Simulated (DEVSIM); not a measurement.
Structure: W/AlN/SiO2/n-Si capacitor, at 300 K.

```csv
layer (left to right),material,thickness (nm),Nd (cm⁻³)
1,AlN,2.50,-
2,SiO2,0.920,-
3,Si,3600,2.6e16
```

Metal gate on the left, work function 4.6 eV. Fixed charge at the semiconductor interface 0 cm⁻² (in units of +e); no interface traps.

The device is made up for the run: typed textbook-type constants, with dimensions and the other settings drawn at random. Values at 300 K.

| parameter | AlN | SiO2 | Si |
|---|---|---|---|
| gap (eV) | 6.1 | 9 | 1.124 |
| affinity (eV) | 1.9 | 0.9 | 4.05 |
| permittivity | 8.5 | 3.9 | 11.7 |
| Nc (cm⁻³) | - | - | 2.86e19 |
| Nv (cm⁻³) | - | - | 3.1e19 |

Model (solved in DEVSIM): 1D Poisson equation in equilibrium, Boltzmann statistics, complete ionisation; no quantum confinement or tunnelling. Metal contacts follow the ideal Schottky-Mott rule: no Fermi-level pinning, no interface dipoles.

### Question
Tabulate band edges, carrier densities and field at -0.2 V on the gate.

### Answer
Energies count from the Fermi level of the right contact; mesh points crowd at the junctions.

```csv
x (μm),Ec (eV),Ev (eV),n (cm⁻³),p (cm⁻³),field (V/cm)
0.000,2.900,-3.200,< 1e2,< 1e2,-88000
0.0009341,2.892,-3.208,< 1e2,< 1e2,-88000
0.001869,2.884,-3.216,< 1e2,< 1e2,-88000
0.002737,3.873,-5.127,< 1e2,< 1e2,-190000
0.003501,0.710,-0.414,3.4e7,3.5e12,-64000
0.004967,0.701,-0.423,4.8e7,2.4e12,-63000
0.008161,0.681,-0.443,1.0e8,1.1e12,-62000
0.01913,0.616,-0.508,1.3e9,8.9e10,-57000
0.03903,0.509,-0.615,7.9e10,1.5e9,-49000
0.08518,0.325,-0.799,1.0e14,1200000,-31000
0.1830,0.188,-0.936,2.0e16,5900,-2700
0.5189,0.181,-0.943,2.6e16,4500,≈ 0
1.128,0.181,-0.943,2.6e16,4500,≈ 0
2.277,0.181,-0.943,2.6e16,4500,≈ 0
3.140,0.181,-0.943,2.6e16,4500,≈ 0
3.392,0.181,-0.943,2.6e16,4500,≈ 0
3.507,0.181,-0.943,2.6e16,4500,≈ 0
3.560,0.181,-0.943,2.6e16,4500,≈ 0
3.589,0.181,-0.943,2.6e16,4500,≈ 0
3.597,0.181,-0.943,2.6e16,4500,≈ 0
3.601,0.181,-0.943,2.6e16,4500,≈ 0
3.603,0.181,-0.943,2.6e16,4500,≈ 0
```
